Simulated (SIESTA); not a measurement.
A self-consistent single point of BC7 (Pmm2, 8 atoms in the cell) with SIESTA.

Computed with GGA PBEsol, numerical atomic orbitals DZP, PseudoDojo PBEsol standard norm-conserving potentials (rewritten from UPF to PSML) run with SIESTA.

```
BC7
1.0
    2.51261     0.00000     0.00000
    0.00000     5.12246     0.00000
    0.00000     0.00000     3.69038
B C
1 7
Direct
  0.50000   0.50000   0.34276
  0.50000   0.24148   0.10144
  0.50000   0.75852   0.10144
  0.00000   0.50000   0.63891
  0.00000   0.00000   0.59820
  0.50000   0.00000   0.35541
  0.00000   0.24557   0.85821
  0.00000   0.75443   0.85821
```

Reference input (self-consistent single point, DFT, GGA PBEsol, numerical atomic orbitals DZP, PseudoDojo PBEsol standard norm-conserving potentials (rewritten from UPF to PSML)): XC.functional = GGA; XC.authors = PBEsol; potentials = PseudoDojo PBEsol standard; PAO.BasisSize = DZP; PAO.EnergyShift = 0.01 Ry; MeshCutoff = 400 Ry; kgrid.MonkhorstPack = 11 5 7; OccupationFunction = FD; ElectronicTemperature = 0.1 eV; MaxSCFIterations = 150; SCF.Mixer.Method = Pulay; SCF.Mixer.Weight = 0.2. This run's input differs from it in these lines:

```diff
@@ -34,5 +34,5 @@
 %block kgrid.MonkhorstPack
-   11   0   0  0.0
-    0   5   0  0.0
-    0   0   7  0.0
+   12   0   0  0.0
+    0   6   0  0.0
+    0   0   9  0.0
 %endblock kgrid.MonkhorstPack
```

Output (repeated stretches shortened):

```
        iscf     Eharris(eV)        E_KS(eV)     FreeEng(eV)     dDmax    Ef(eV) dHmax(eV)
   scf:    1    -1200.392539    -1220.851767    -1220.882713  1.804353 -7.170354  2.762454
   scf:    2    -1221.491635    -1221.217015    -1221.244956  0.091502 -6.919627  1.379721
   scf:    3    -1221.456960    -1221.350954    -1221.379145  0.093865 -6.647983  0.537615
   scf:    4    -1221.437083    -1221.397998    -1221.427136  0.084270 -6.375967  0.217079
   scf:    5    -1221.408876    -1221.404337    -1221.433383  0.028615 -6.266923  0.026521
   [... 2 lines left out ...]
   scf:    8    -1221.404574    -1221.404553    -1221.433507  0.000390 -6.262471  0.002091
   scf:    9    -1221.404544    -1221.404549    -1221.433507  0.000213 -6.262658  0.000582
   scf:   10    -1221.404541    -1221.404545    -1221.433507  0.000108 -6.262709  0.000257
   scf:   11    -1221.404547    -1221.404546    -1221.433507  0.000033 -6.262735  0.000058
SCF Convergence by DM+H criterion
max |DM_out - DM_in|         :     0.0000327476
max |H_out - H_in|      (eV) :     0.0000577316
SCF cycle converged after 11 iterations

Using DM_out to compute the final energy and forces

siesta: E_KS(eV) =            -1221.4045

siesta: E_KS - E_eggbox =     -1221.4045

siesta: Atomic forces (eV/Ang):
     1   -0.000000    0.000000    0.114796
     2   -0.000000   -0.121215    0.023620
     3   -0.000000    0.121215    0.023620
     4   -0.000000    0.000000   -0.032658
     5    0.000000    0.000000    0.095704
     6   -0.000000   -0.000000   -0.057021
     7   -0.000000   -0.053629   -0.083364
     8    0.000000    0.053629   -0.083364
   Tot    0.000000    0.000000    0.001334
   Max    0.121215
   Res    0.056572    sqrt( Sum f_i^2 / 3N )
   Max    0.121215    constrained

   [... lines left out ...]
siesta: FreeEng =     -1221.433507
siesta: Cell volume =         47.497937 Ang**3
siesta:          15.64964689         13.93175015  kBar
   [... lines left out ...]
   [... 11 lines left out ...]

mulliken: Qtot =       31.000

Mulliken Atomic Populations:
Atom #   charge [q] valence [e]  Species
     1    -0.102205    3.102205  B
     2     0.031577    3.968423  C
     3     0.031577    3.968423  C
     4     0.074769    3.925231  C
     5     0.020412    3.979588  C
     6    -0.005269    4.005269  C
     7    -0.025430    4.025430  C
     8    -0.025430    4.025430  C
 Total     0.000000
```

The run converged in 11 iterations. Against the reference run the free energy stays essentially unchanged (within 1 meV/atom), the pressure moves little (1.58 to 1.56 GPa) and the largest force goes from 0.204 to 0.123 eV/Å.

The starting cell comes from a database of computed structures (which also holds hypothetical and non-ambient phases and stackings), without a prior relaxation at this level. Values carry the incompleteness of an atom-centred basis.

Cost on one core of a shared machine: roughly 80 s.
